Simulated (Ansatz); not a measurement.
Results of PBE0 (PAW; Ansatz, an electronic-structure program) for SrHfO3 (Imma, No. 74, 10 atoms in the cell; start mp-13109; a measured phase of this formula has another space group).

Settings: plane-wave cutoff 460 eV, 6×6×6 k mesh, Fermi–Dirac smearing 0.01 eV, scalar-relativistic PAW data made under PBE.

Cell (relaxed with PBEsol):

```yaml
crystal:
  lattice:
    - [-2.88419, 4.04927, 2.89283]
    - [2.88419, -4.04927, 2.89283]
    - [2.88419, 4.04927, -2.89283]
  atoms:
    - { symbol: Sr, position: [0.23968, 0.48968, 0.75000] }
    - { symbol: Sr, position: [0.76032, 0.51032, 0.25000] }
    - { symbol: Hf, position: [0.00000, 0.00000, 0.00000] }
    - { symbol: Hf, position: [0.50000, 0.00000, 0.50000] }
    - { symbol: O, position: [0.79425, 0.50000, 0.79425] }
    - { symbol: O, position: [0.20575, 0.50000, 0.20575] }
    - { symbol: O, position: [0.20575, 0.00000, 0.70575] }
    - { symbol: O, position: [0.79425, 0.00000, 0.29425] }
    - { symbol: O, position: [0.66922, 0.91922, 0.75000] }
    - { symbol: O, position: [0.33078, 0.08078, 0.25000] }
```

Problem. Estimate the band gap and smallest direct gap on the k points sampled that the calculation returns.

Solution. 
* **band gap**: 6.44 eV (on the SCF k mesh)
* **smallest direct gap on the k points sampled**: 6.48 eV

Note: cell and atoms aren't relaxed at this level (pressure 1.9 GPa).

Spin–orbit coupling is not included.

The computed numbers hold no vibrational or temperature effects.

Cost on a shared machine: very roughly 8 core-minutes.

A start named mp-… is a Materials Project structure, which need not be a measured phase.
